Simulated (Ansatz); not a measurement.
```
CELL_PARAMETERS angstrom
      0.00000     2.69454     2.69454
      2.69454     0.00000     2.69454
      2.69454     2.69454     0.00000
ATOMIC_POSITIONS crystal
  Zn 0.00000 0.00000 0.00000
  S  0.25000 0.25000 0.25000
```

The numbers are results of r2SCAN with spin-orbit coupling, rigid bands (plane waves, PAW; Ansatz, a first-principles code), not measurements. Cell: cell and atoms relaxed with r2SCAN.

Q: Predict the hole conductivity mass (n e² τ/σ) at 300 K, by direction if it differs.

A: 0.87 mₑ.

Q: Predict the electron conductivity mass (n e² τ/σ) at 300 K, by direction if it differs.

A: 0.20 mₑ.

Q: And the band gap?

A: 2.69 eV at this level; semilocal functionals usually fall short of the measured gap.

Rigid bands, one relaxation time for all states, no polarons.
